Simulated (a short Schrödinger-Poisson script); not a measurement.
Stack: symmetric double-gate stack, HfO2 on p-type Si(100), at 300 K.

```tsv
layer	material	thickness (nm)	Na (cm⁻³)
1	HfO2	4.3	-
2	Si	14	9e15
3	HfO2	4.3	-
```

The device is made up for the run: typed textbook-type constants, with dimensions and the other settings drawn at random. HfO2: permittivity 22, conduction-band edge (eV) 1.55, gap (eV) 5.7, electron mass (mₑ) 0.2. Si: permittivity 11.7, conduction-band edge (eV) 0, gap (eV) 1.124, Nv at 300 K (cm⁻³) 3.1e19.

Channel valleys (confinement mass, in-plane density-of-states mass, number): Δ2 0.916, 0.19, 2; Δ4 0.19, 0.417, 4. At the gates, both at one voltage, the conduction-band edge of layer 1 lies 1.71 eV − eVg above the Fermi level of the channel. Gaps are held at their typed values at every temperature. Mesh 0.03 nm at interfaces.

From a short Schrödinger-Poisson script (our own, NumPy): 1D Poisson equation in equilibrium, electrons classical, Fermi-Dirac, parabolic valleys, classical holes, full ionisation, no traps, pinning or gate leakage.

The same stack at other levels of the model or other numerical settings:

```tsv
run	sheet density of all electrons at Vg = 0.85 V (cm⁻²)	sheet density of all electrons at Vg = 0.25 V (cm⁻²)	capacitance of both gates at Vg = 0.85 V (μF/cm²)	gate voltage at 1e11 electrons/cm² (V)	rough cost against the base
base	3.07e13	5.20e12	7.26	0.01	about 1
electrons treated as classical, Boltzmann	3.37e13	5.33e12	8.29	0.01	0.2
electrons treated as quantum, Hartree	2.35e13	3.73e12	5.95	0.02	8
mesh six times as coarse	2.99e13	5.10e12	7.06	0.01	0.3
```

The classical rows ignore confinement, and Boltzmann statistics overrate the density once the band edge passes the Fermi level.
